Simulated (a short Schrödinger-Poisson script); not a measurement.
## MOS inversion layer, SiO2 on p-type Ge(100)

Stack: MOS inversion layer, SiO2 on p-type Ge(100), at 400 K.

```
layer  material  thickness (nm)  Na (cm⁻³)
-----  --------  --------------  ---------
1          SiO2             2.2          -
2            Ge             540     5.8e17
```

Constants are typed, rounded textbook-type inputs, not results; the design itself was drawn at random and stands for no fabricated device. SiO2: permittivity 3.9, conduction-band edge (eV) 3.1, gap (eV) 9, electron mass (mₑ) 0.5. Ge: permittivity 16, conduction-band edge (eV) 0, gap (eV) 0.664, Nv at 300 K (cm⁻³) 6e18.

Channel valleys (confinement mass, in-plane density-of-states mass, number): L4 0.12, 0.295, 4. At the gate the conduction-band edge of layer 1 lies 3.36 eV − eVg above the Fermi level of the channel; the field vanishes at the back. Gaps are held at their typed values at every temperature. Mesh 0.03 nm at interfaces.

From a short Schrödinger-Poisson script (our own, NumPy): 1D Poisson equation in equilibrium, electrons quantum, Hartree (BenDaniel-Duke, 12 states a valley, the channel's in-plane mass for all, wave functions free to enter the dielectric), parabolic valleys, classical holes, full ionisation, no traps, pinning or gate leakage.

```tsv
Vg (V)	electrons (cm⁻²)	C (μF/cm²)	L4 E0 (meV)	L4 E1 (meV)
0	8.89e7	0.465	463.1	514.9
0.2	1.16e9	0.365	337.1	411.6
0.4	5.57e10	0.429	200.1	290.0
0.6	7.14e11	0.938	110.6	211.7
0.8	1.98e12	1.14	73.9	183.8
1	3.44e12	1.22	53.0	170.7
1.2	4.99e12	1.27	38.4	163.2
1.4	6.59e12	1.30	27.0	158.2
1.6	8.22e12	1.32	17.5	154.8
1.8	9.88e12	1.34	9.2	152.3
2	1.16e13	1.35	1.9	150.3
```

Subbands count from the Fermi level.

Only the L valleys are kept; under strong confinement the Δ valleys of Ge fill too.
